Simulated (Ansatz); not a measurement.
An Ansatz (a program for electronic structure) input (r2SCAN (Ansatz, PAW, scalar-relativistic without spin-orbit coupling)):

Ansatz 0.2 input:
```yaml
crystal:
  lattice:
    - [5.4282201359, 0, 0]
    - [-2.7141100679, 4.700976535, 0]
    - [0, 0, 7.3470338616]
  atoms:
    - { symbol: Ta, position: [0.5, 0, 0] }
    - { symbol: Ta, position: [0.5, 0.5, 0.3333333333] }
    - { symbol: Ta, position: [0, 0.5, 0.6666666667] }
    - { symbol: In, position: [0.1746938977, 0.3493877954, 0] }
    - { symbol: In, position: [0.8253061023, 0.1746938977, 0.3333333333] }
    - { symbol: In, position: [0.6506122046, 0.8253061023, 0.6666666667] }
    - { symbol: In, position: [0.8253061023, 0.6506122046, 0] }
    - { symbol: In, position: [0.1746938977, 0.8253061023, 0.3333333333] }
    - { symbol: In, position: [0.3493877954, 0.1746938977, 0.6666666667] }
basis: { ecutwfc: 500, ecutrho_ratio: 4, xc_grid: 4, fft_grid_basis: typed }
kpoints: { mp_grid: { grid: [10, 10, 7] } }
hamiltonian:
  xc: r2scan
  dispersion: none
  pseudopotentials: { kind: paw }
scf: { occupations: { method: fermi_dirac, width: 0.05 }, convergence: { dr2_threshold: 0.0000000009 } }
output: { forces: true, stress: true }
checkpoint: { write: state.ck, write_every: 1000 }
```

Q: Which symmetry and how many k-points will the program report, and about how many plane waves at Γ?

A: Space group P6222 (ITA 180) with 12 operations, k-points 56 of 700, and 4767 plane waves at Γ.

Whether these cells are dynamically stable was not tested. All final runs are without spin polarisation. The cell was made from TaSi2 by this change: Si → In; the result is a hypothetical phase, not in the database extracts checked. TaIn2 has a high density of states at the Fermi level and may be magnetic at this level.
